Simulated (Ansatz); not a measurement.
## ScPd3N (model structure, started from the Ni3MgC type, Pm-3m, No. 221, 5 atoms in the cell): bulk modulus by level of theory

No measured value is used here.

```json
[
 {"level (code)": "LDA (Ansatz)", "value (GPa)": "199", "cell (Å³/atom)": "13.84"},
 {"level (code)": "PBE (Ansatz)", "value (GPa)": "…", "cell (Å³/atom)": "14.85"},
 {"level (code)": "PBEsol (Ansatz)", "value (GPa)": "183", "cell (Å³/atom)": "14.23"},
 {"level (code)": "r²SCAN (Ansatz)", "value (GPa)": "173", "cell (Å³/atom)": "14.58"}
]
```

Q: Complete the blanks.

A: 
- PBE (Ansatz, an electronic-structure program), value (GPa): 159

LDA, PBE, PBEsol, r²SCAN: the bulk modulus is −V dP/dV from two relaxed cells at ±2 % in volume. Each level is taken at its own relaxed cell. Cutoffs differ between the levels. Ansatz's density-functional and Hartree–Fock values are scalar-relativistic unless marked +SOC, with PAW data made under PBE.

A model structure was made by putting elements into a prototype or built by hand; it is no filed structure, need not be a known phase, and can be a saddle point held by its symmetry.
